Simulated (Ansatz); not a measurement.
Base system: BN in the zinc blende structure (space group F-43m, No. 216; a = 3.6097 Å). Axes: x, y, z lie along the cube axes.

All numbers come from r2SCAN (Ansatz, an electronic-structure program; PAW; 500 eV plane waves; no spin-orbit coupling).

For the base:

* **Valley order**: X along ⟨100⟩ 5.00 eV
* **Shortest interatomic distance**: 1.563 Å

The change: compressive biaxial strain of 1.00 % in the plane normal to [001], as in epitaxy on a mismatched substrate; the out-of-plane cell vector and the atoms relax.

Task: What happens to the energy relative to the base?

Result: The energy rises by 3.5 meV/atom.

Task: What happens to the valley order?

Result: The valley order (the lowest conduction-band minima on the path, energy above the VBM, named in the base's zone) goes from X along ⟨100⟩ 5.00 eV to X along [010] 4.89 eV; X along [001] 5.15 eV.

Task: Estimate the effect on the in-plane stress.

Result: The mean in-plane stress (compression positive) amounts to +9.6 GPa.

Task: What happens to the shortest interatomic distance?

Result: The shortest interatomic distance decreases by 0.008 Å, from 1.563 Å to 1.555 Å.

The levels and masses belong to the bands next to the band gap. Stability against distortions was not tested.
